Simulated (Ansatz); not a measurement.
## Ge (space group I4_1/amd, No. 141; a cell from a computed database, its experimental status unchecked)

```cif
data_Ge4
_chemical_formula_sum 'Ge4'
_space_group_name_H-M_alt 'I41/amd :1'
_space_group_IT_number 141
_space_group_name_Hall 'I 4bw 2bw -1bw'
_cell_length_a 5.11851
_cell_length_b 5.11851
_cell_length_c 2.80100
_cell_angle_alpha 90.000
_cell_angle_beta 90.000
_cell_angle_gamma 90.000
loop_
_atom_site_label
_atom_site_type_symbol
_atom_site_symmetry_multiplicity
_atom_site_Wyckoff_symbol
_atom_site_fract_x
_atom_site_fract_y
_atom_site_fract_z
_atom_site_occupancy
Ge1 Ge 4 a 0.00000 0.00000 0.00000 1
```
(The calculation used a cell of 2 atoms; values per cell refer to that cell.)

Method: PBEsol/PAW in Ansatz (an electronic-structure program), no SOC. Settings: 19×19×19 k-points, 0.05 eV Fermi–Dirac smearing.

```json
{
  "volume_per_atom": "18.35 Å³",
  "density": "6.57 g/cm³",
  "band_gap": "zero",
  "total_energy": "-4253.332 eV/atom (σ→0; compares only within this code and set-up)"
}
```

No phonon test of stability was made. The base started in Imma and relaxed to I4_1/amd at this level. This is not the structure that Ge has at room temperature and ambient pressure.
